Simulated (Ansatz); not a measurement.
We consider NbP2 (C2/m, No. 12, 6 atoms in the cell; start mp-1077116), described by LDA (Ansatz, an electronic-structure program, PAW).

The input as run:

Ansatz 0.2 input:
```yaml
crystal:
  lattice:
    - [4.3596196843, -1.6022294622, 0.0098836872]
    - [4.3596196843, 1.6022294622, 0.0098836872]
    - [-3.5975998001, 0.0, 6.4708597496]
  atoms:
    - { symbol: Nb, position: [0.8407186664, 0.8407186664, 0.7999909515] }
    - { symbol: Nb, position: [0.1592813336, 0.1592813336, 0.2000090485] }
    - { symbol: P, position: [0.5969626919, 0.5969626919, 0.898327404] }
    - { symbol: P, position: [0.4030373081, 0.4030373081, 0.101672596] }
    - { symbol: P, position: [0.1343552265, 0.1343552265, 0.5261760921] }
    - { symbol: P, position: [0.8656447735, 0.8656447735, 0.4738239079] }
basis:
  ecutwfc: 520
  ecutrho_ratio: 4
  xc_grid: 2
kpoints:
  mp_grid: { grid: [18, 18, 8] }
hamiltonian:
  xc: lda
  dispersion: none
  pseudopotentials: { kind: paw }
scf:
  occupations: { method: fermi_dirac, width: 0.05 }
output:
  forces: true
  stress: true
  eigenvalues: true
relax:
  f_tol: 0.004
  escape_saddle: false
  max_steps: 80
  cell: { stress_tol: 0.02, fix: [volume] }
```

Output (set-up and result lines):

```
Relaxation: its limit of steps is 80 (relax.max_steps)
Crystal: 6 atoms, lattice volume = 90.513 Å³
Basis set: ecut = 520 eV, 2415 PW (Γ), exchange–correlation on 72×72×120 points (8 copies of the dense FFT grid, shifted against one another)
Bands: 29, of which v1, the nominal top of the filled ones, is band 23 counted from 1 (22 counted from 0)
Symmetry: 4 space group operations
Space group: C2/m (ITA 12), of the structure as read, at distance tolerance 4.5e-5 Å
k-points: 695 of 2592
Functional: x = slater, c = lda
SCF iter   1: F=—  HF=-11793.875150 eV  |F-HF|=—  |Δ(HF+E_count)|=         —  Δρ=7.65e-3  dr2=2.96e-2
SCF iter   2: F=—  HF=-11793.870977 eV  |F-HF|=—  |Δ(HF+E_count)|=   4.17e-3  Δρ=4.25e-3  dr2=9.35e-3
  ...
SCF 1 converged in 7 iterations: F = -11793.869119 eV  dr2 = 7.76e-9
Crystal: 6 atoms, lattice volume = 90.513 Å³
Basis set: ecut = 520 eV, 2423 PW (Γ), exchange–correlation on 72×72×120 points (8 copies of the dense FFT grid, shifted against one another)
Initial density: handed on by an earlier stage of this run
SCF 2 converged in 4 iterations: F = -11793.869210 eV  dr2 = 1.47e-7
Crystal: 6 atoms, lattice volume = 90.513 Å³
SCF 3 converged in 3 iterations: F = -11793.870549 eV  dr2 = 4.92e-7
Crystal: 6 atoms, lattice volume = 90.513 Å³
SCF 4 converged in 5 iterations: F = -11793.870556 eV  dr2 = 1.41e-9
Crystal: 6 atoms, lattice volume = 90.513 Å³
SCF 5 converged in 4 iterations: F = -11793.870568 eV  dr2 = 2.55e-9
Crystal: 6 atoms, lattice volume = 90.513 Å³
SCF iter   4: F=—  HF=-11793.870569 eV  |F-HF|=—  |Δ(HF+E_count)|=  4.91e-11  Δρ=2.70e-7  dr2=1.08e-11
SCF iter   5: F=-11793.870569 eV  HF=-11793.870569 eV  |F-HF|=1.82e-12  |Δ(HF+E_count)|=  2.91e-11  Δρ=4.04e-8  dr2=7.19e-13
SCF 6 converged in 5 iterations: F = -11793.870569 eV  dr2 = 7.19e-13
SCF converged after 5 iterations
Free energy (F): -11793.870569 eV
Internal energy: -11793.866929 eV  (E = F + TS)
E sigma→0 (E₀):  -11793.868749 eV
Fermi energy:    13.762036 eV
--- Forces (eV/Å), atoms counted from 1 ---
  atom   1  Nb     0.00057492    -0.00000000    -0.00070307
  atom   2  Nb    -0.00057492     0.00000000     0.00070307
  atom   3  P     -0.00102294    -0.00000000    -0.00164426
  atom   4  P      0.00102294     0.00000000     0.00164426
  atom   5  P     -0.00123740    -0.00000000     0.00128288
  atom   6  P      0.00123740     0.00000000    -0.00128288
--- Stress (GPa, compression-positive) ---
        3.582428      -0.000000      -0.001780
       -0.000000       3.581430      -0.000000
       -0.001780      -0.000000       3.579100
  P = ⅓ Tr σ = 3.5810 GPa (35.810 kbar)
```

The cell is one volume of an energy–volume scan, off the minimum.

The PAW data were made under PBE.

Note: the relaxation could not lower the start's symmetry, so the cell can be a saddle point above a distorted one.

Computing time: around 7 core-minutes (rough).

A start named mp-… is a Materials Project structure, which need not be a measured phase.
